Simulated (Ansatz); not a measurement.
The starting structures come from a database of crystals and need not be the phases stable at ambient conditions.

 Where the default PAW files enter, the runs use the earlier of Ansatz's two default sets.

By PBEsol, the system below comes out a metal.

The ballistic (Sharvin) conductance counts the channels at the Fermi level: G/A = (e²/h) × channels of both spins per area.

Data:

```xyz
9
Lattice="3.5410 0.0000 0.0000 0.0000 6.7440 0.0000 0.0000 -3.3720 5.8405" Properties=species:S:1:pos:R:3 pbc="T T T"
Ge     0.0000     0.0000     3.8936
Ge     0.0000     3.3720     1.9468
Ge     1.7705     0.0000     0.0000
Pt     1.7705    -2.0967     3.6316
Pt     1.7705     1.2753     2.2088
Pt     1.7705     4.1934     0.0000
Pt     0.0000     1.9091     0.0000
Pt     0.0000    -0.9545     1.6533
Pt     0.0000     2.4175     4.1872
```

Space group of this cell: P-62m. The cell is taken as given; by PBEsol its mean pressure is -3.5 GPa.

The current flows along the normal of the first two printed cell vectors, the (100) plane of the conventional cell. No spin-orbit coupling; the value is a mean over 0.1 eV about the Fermi level.

Question: Predict the ballistic conductance per area from PBEsol run with Ansatz (a first-principles code).

Answer: 0.31 × 10¹⁵ S/m² for both spins.
